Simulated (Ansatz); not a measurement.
Abridged Ansatz (a program for electronic structure) output:

```
Relaxation: its limit of steps is 50 (relax.max_steps)
Pseudopotential: Al, paw, valence charge 3
Crystal: 1 atoms, lattice volume = 15.919 Å³
Basis set: ecut = 500 eV, 407 PW (Γ), exchange–correlation on 96×96×96 points (64 copies of the dense FFT grid, shifted against one another)
Bands: 6, of which v1, the nominal top of the filled ones, is band 2 counted from 1 (1 counted from 0)
Symmetry: 8 space group operations
k-points: 3060 of 21952
Functional: x = r2scan, c = r2scan; τ floored in thin density (d = 2e-4 eV/Å³)
SCF iter   1: F=—  HF=-540.406458 eV  |F-HF|=—  |Δ(HF+E_count)|=         —  Δρ=3.30e-3  dr2=1.91e-3  dr2_τ=4.95e-3  ethr=1.77e-3  ⟨swp⟩=4.8  Hψ=159887  notcnv=0
SCF iter   2: F=—  HF=-540.414000 eV  |F-HF|=—  |Δ(HF+E_count)|=   7.54e-3  Δρ=2.29e-3  dr2=9.16e-4  dr2_τ=2.52e-6  ethr=6.36e-5  ⟨swp⟩=2.0  Hψ=60465  notcnv=0  defer=735
SCF 1 converged in 8 iterations: F = -540.413920 eV  dr2 = 1.61e-13
relax step   1: F+E_penalty+E_count = -540.41391974 eV  Δ(F+E_penalty+E_count) = +0.000e0 eV  max|allowed force component| = 0.000e0 eV/Å  Δτ_max = 0.0000 Å  (8 SCF iters, accepted)
Crystal: 1 atoms, lattice volume = 15.919 Å³
SCF iter   1: F=—  HF=-540.413920 eV  |F-HF|=—  |Δ(HF+E_count)|=         —  Δρ=3.18e-8  dr2=1.61e-13  dr2_τ=5.57e-16  ethr=1.00e-12  ⟨swp⟩=1.0  Hψ=165967  notcnv=0  defer=729
SCF iter   2: F=-540.413920 eV  HF=-540.413920 eV  |F-HF|=1.14e-13  |Δ(HF+E_count)|=  4.55e-13  Δρ=1.55e-8  dr2=3.75e-14  dr2_τ=2.83e-17  ethr=1.00e-12  ⟨swp⟩=2.0  Hψ=31422  notcnv=0
SCF 2 converged in 2 iterations: F = -540.413920 eV  dr2 = 3.75e-14
SCF converged after 2 iterations
Free energy (F): -540.413920 eV
Internal energy: -540.401875 eV  (E = F + TS)
E sigma→0 (E₀):  -540.407897 eV
Entropy (-TS):   -0.012045 eV (-12.045 meV/atom)
Fermi energy:    8.359900 eV
--- Forces (eV/Å), atoms counted from 1 ---
  atom   1  Al    -0.00000000     0.00000000    -0.00000000
--- Stress (GPa, compression-positive) ---
        0.158392      -1.550829      -0.000000
       -1.550829       0.158392      -0.000000
       -0.000000      -0.000000       0.130263
  P = ⅓ Tr σ = 0.1490 GPa (1.490 kbar)
--- Relaxed structure (1 steps of the walk, 1 accepted, 0 SCFs on fresh bases) ---
  atoms:
    - { symbol: Al, position: [0.0, 0.0, 0.0] }
```

Problem. What was computed, and what are the main results?

Solution. Al, 1 atom in the cell, with plane-wave PAW DFT at the r2SCAN level (Ansatz, 500 eV), no spin-orbit coupling. The last SCF converged to F = -540.413920 eV, or -540.4139 eV per atom, at a pressure of 0.15 GPa. The total energy compares only with runs of the same code, potentials and settings.

The cells carry an imposed strain or load. Whether these cells are dynamically stable was not tested. The cell was made from Al in the fcc (Cu type) structure (space group Fm-3m, No. 225) by this change: tensor shear ε_xy = +1.71 %.

Keys are those of Ansatz 0.2.
